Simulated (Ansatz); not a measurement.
## The (110) surface of rock-salt SnTe in its 1x1 cell (cut with top plane Sn + Te, bottom plane Sn + Te), outermost plane spacing 2.27 Å in the ideal cut

Method: r2SCAN, at the PBE geometry (plane waves to 500 eV, PAW; Ansatz, a quantum-chemistry and plane-wave program).

Set-up: 12 atoms, Sn6Te6, 11.3 Å thick at the start; mesh 6x4x1; 0.025 eV smearing; dipole correction on; single point; on the structure that PBE left under its start's symmetry; no spin, no spin-orbit, no U.

```yaml
surface energy (mean of both faces): 0.22 J/m²
gap_of_the_slab_on_its_k_mesh: 0.74 eV
highest_filled_level_below_the_top_vacuum_level: 4.67 eV
cost: roughly 120 core-seconds
```
